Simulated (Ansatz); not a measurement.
Effect of uniaxial strain ε_zz = +1.15 % on Hf

Start from Hf in the hcp (Mg type) structure (space group P6_3/mmc, No. 194; a = 3.159 Å, c = 5.000 Å). Axes: x lies along a and z along c of the hexagonal cell.

Perturbation: the cell is stretched by 1.15 % along z with no lateral relaxation, atoms relaxed at fixed cell.

Calculations: PBEsol (Ansatz, a first-principles code; PAW; 420 eV plane waves; no spin-orbit coupling). k-mesh 17×17×9 (Γ-centred); smearing 0.05 eV (Fermi–Dirac).

* **Volume per atom**: 21.86 Å³ (base 21.61 Å³)
* **Space group**: P6_3/mmc (No. 194) (base P6_3/mmc (No. 194))
* **Shortest interatomic distance**: 3.118 Å (base 3.095 Å)
* **Energy relative to the base (free energy F)**: +1.8 meV/atom
* **Band gap**: zero (base zero)
* **Stress (xx, yy, zz, yz, xz, xy; compression positive)**: (-0.8, -0.8, -2.3, 0.0, 0.0, 0.0) GPa (rough)

Final structure:

```yaml
crystal:
  lattice:
    - [3.15905, 0.00000, 0.00000]
    - [-1.57953, 2.73582, 0.00000]
    - [0.00000, 0.00000, 5.05760]
  atoms:
    - { symbol: Hf, position: [0.33333, 0.66667, 0.75000] }
    - { symbol: Hf, position: [0.66667, 0.33333, 0.25000] }
```

Without a gap, meshes like the base's 17×17×9 leave anisotropic stresses uncertain by several tenths of a GPa, and small strain energies with them. No phonon test of stability was made. All final runs are without spin polarisation.
